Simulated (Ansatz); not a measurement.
Results of r²SCAN in Ansatz (plane waves, PAW) for C (model structure, started from the Si type, R-3, No. 148, 8 atoms in the cell).

Numerical settings: plane-wave cutoff 560 eV, 10×10×10 k mesh, Fermi–Dirac smearing 0.01 eV, scalar-relativistic PAW data made under PBE.

Cell (relaxed with PBEsol):

```cif
data_C24
_chemical_formula_sum 'C24'
_space_group_name_H-M_alt 'R-3 :H'
_space_group_IT_number 148
_space_group_name_Hall '-R 3'
_cell_length_a 6.31837
_cell_length_b 6.31837
_cell_length_c 3.84617
_cell_angle_alpha 90.000
_cell_angle_beta 90.000
_cell_angle_gamma 120.000
loop_
_atom_site_label
_atom_site_type_symbol
_atom_site_symmetry_multiplicity
_atom_site_Wyckoff_symbol
_atom_site_fract_x
_atom_site_fract_y
_atom_site_fract_z
_atom_site_occupancy
C1 C 18 f 0.03924 0.26953 0.26945 1
C2 C 6 c 0.00000 0.00000 0.29988 1
```
(The calculation used a cell of 8 atoms; values per cell refer to that cell.)

Problem. What does this level give for the band gap, smallest direct gap on the k points sampled and Γ–Γ gap?

Solution. 
- band gap: 3.61 eV (indirect)
- smallest direct gap on the k points sampled: 5.03 eV
- Γ–Γ gap: 8.81 eV

Note: the relaxation could raise the start's symmetry but not lower it, so the cell can be a saddle point; cell and atoms aren't relaxed at this level (largest force component 0.28 eV/Å, pressure 4.5 GPa).

Computed values are for the static lattice.

A model structure was made by putting elements into a prototype or built by hand; it is no filed structure, need not be a known phase, and can be a saddle point held by its symmetry.

Ansatz is a first-principles code.
